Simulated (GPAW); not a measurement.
Input and output of a self-consistent single point for Rb₃Cd (Pm-3m, 4 atoms in the cell) (GPAW).

Method of the run: PBEsol, GPAW PAW datasets PBEsol (made by gpaw-setup) (plane waves; GPAW).

```yaml
crystal:
  lattice:
    - [6.43244, 0.00000, 0.00000]
    - [0.00000, 6.43244, 0.00000]
    - [0.00000, 0.00000, 6.43244]
  atoms:
    - { symbol: Rb, position: [0.00000, 0.50000, 0.50000] }
    - { symbol: Rb, position: [0.50000, 0.00000, 0.50000] }
    - { symbol: Rb, position: [0.50000, 0.50000, 0.00000] }
    - { symbol: Cd, position: [0.00000, 0.00000, 0.00000] }
```

Reference input (self-consistent single point, DFT PBEsol, plane waves, GPAW PAW datasets PBEsol (made by gpaw-setup)): mode = pw; ecut = 550 eV; xc = PBEsol; kpts = 4 4 4; mesh shift (steps) = 0 0 0; occupations.name = fermi-dirac; occupations.width = 0.1 eV; nbands = -8; symmetry.symmorphic = false; symmetry.tolerance = 0.0005; maxiter = 120. This run's input differs from it in these lines:

```diff
@@ -16,3 +16,3 @@
             xc='PBEsol',
-            kpts={'size': (4, 4, 4), 'gamma': True},
+            kpts={'size': (6, 6, 6), 'gamma': True},
             occupations=FermiDirac(0.1),
```

Output (repeated stretches shortened):

```
     iter     time        total  log10-change:
                         energy   eigst   dens
iter:   1 --:--:--    -4.243670
iter:   2 --:--:--    -4.192498   -2.28  -1.45
iter:   3 --:--:--    -3.890092   -1.72  -1.48
iter:   4 --:--:--    -3.891123   -3.37  -1.88
iter:   5 --:--:--    -3.882730c  -4.25  -1.88
iter:   6 --:--:--    -3.881370c  -3.57  -1.93
iter:   7 --:--:--    -3.885839c  -3.74  -2.47
iter:   8 --:--:--    -3.880603c  -3.78  -2.41
iter:   9 --:--:--    -3.880324c  -5.10  -3.08
iter:  10 --:--:--    -3.880283c  -5.04  -3.21
iter:  11 --:--:--    -3.880274c  -6.70  -3.84
iter:  12 --:--:--    -3.880273c  -7.82c -4.05c
Converged after 12 iterations.

Dipole moment: (0.000000, 0.000000, 0.000000) |e|*Ang

Energy contributions relative to reference atoms: (reference = -395261.105509)

Kinetic:         +6.857628
Potential:       -5.725236
External:        +0.000000
XC:              -5.018157
Entropy (-ST):   -0.090761
Local:           +0.050872
SIC:             +0.000000
--------------------------
Free energy:     -3.925654
Extrapolated:    -3.880273

Showing only first 2 kpts
 Kpt  Band  Eigenvalues  Occupancy
  0    17     -1.76302    2.00000
  0    18      1.16128    1.99793
  0    19      2.93019    0.00004
  0    20      2.93019    0.00004

  1    17     -1.68713    2.00000
  1    18      1.08311    1.99905
  1    19      2.37282    0.01050
  1    20      2.89005    0.00006

Fermi level: 1.84841

No gap
No difference between direct/indirect transitions
Energy (eV): -3.880273

Forces in eV/Ang:
  0 Rb   -0.00000    0.00000    0.00000
  1 Rb    0.00000   -0.00000    0.00000
  2 Rb    0.00000    0.00000   -0.00000
  3 Cd   -0.00000    0.00000   -0.00000

Stress tensor:
     0.003156    -0.000000     0.000000
    -0.000000     0.003156     0.000000
     0.000000     0.000000     0.003156
Stress (GPa, Voigt): [ 0.5056  0.5056  0.5056  0.      0.     -0.    ]
```

The run converged in 12 iterations. GPAW prints stress with tension positive. Against the reference run the free energy falls by 7.3 meV/atom and the pressure hardly changes (-0.47 to -0.51 GPa).

The starting cell comes from a database of computed structures (which also holds hypothetical and non-ambient phases and stackings), without a prior relaxation at this level. Its lattice was rescaled by a random factor within 2.5 % of one.

Cost on one core of a shared machine: roughly 90 s.
